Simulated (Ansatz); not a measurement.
## A computed series for GaSb: response to strain

The parent structure is GaSb in the zinc blende structure (space group F-43m, No. 216).

```xyz
2
Lattice="0.0000 3.0557 3.0557 3.0557 0.0000 3.0557 3.0557 3.0557 0.0000" Properties=species:S:1:pos:R:3 pbc="T T T"
Ga     0.0000     0.0000     0.0000
Sb     1.5279     1.5279     1.5279
```

Cartesian axes are those of the cell as printed.

Strains are applied to the cell and any free atomic positions relax.

Method: PBEsol (Ansatz, a quantum-chemistry and plane-wave program), no spin-orbit coupling.

Notes on the quantities. energy relative to the base: free energy F; pressure: mean of the normal stresses, compression positive.

```json
[
 {"change": "base", "volume per atom": "28.53 Å³", "energy relative to the base": "0 meV/atom", "pressure": "0.0 GPa"},
 {"change": "uniaxial strain ε_zz = −2.50 %", "volume per atom": "27.82 Å³", "energy relative to the base": "+4.6 meV/atom", "pressure": "1.4 GPa"},
 {"change": "uniaxial strain ε_zz = −2.00 %", "volume per atom": "27.96 Å³", "energy relative to the base": "+2.9 meV/atom", "pressure": "1.1 GPa"},
 {"change": "uniaxial strain ε_zz = −1.50 %", "volume per atom": "28.10 Å³", "energy relative to the base": "+1.6 meV/atom", "pressure": "0.8 GPa"},
 {"change": "uniaxial strain ε_zz = −0.50 %", "volume per atom": "28.39 Å³", "energy relative to the base": "+0.2 meV/atom", "pressure": "0.3 GPa"},
 {"change": "uniaxial strain ε_zz = +0.50 %", "volume per atom": "28.68 Å³", "energy relative to the base": "+0.2 meV/atom", "pressure": "-0.3 GPa"},
 {"change": "uniaxial strain ε_zz = +1.00 %", "volume per atom": "28.82 Å³", "energy relative to the base": "+0.7 meV/atom", "pressure": "-0.5 GPa"},
 {"change": "uniaxial strain ε_zz = +1.50 %", "volume per atom": "28.96 Å³", "energy relative to the base": "+1.6 meV/atom", "pressure": "-0.7 GPa"},
 {"change": "uniaxial strain ε_zz = +2.50 %", "volume per atom": "29.25 Å³", "energy relative to the base": "+4.4 meV/atom", "pressure": "-1.2 GPa"},
 {"change": "uniaxial strain ε_zz = +3.00 %", "volume per atom": "29.39 Å³", "energy relative to the base": "+6.3 meV/atom", "pressure": "-1.4 GPa"}
]
```

Stability against distortions was not tested. The final runs are not spin-polarised.
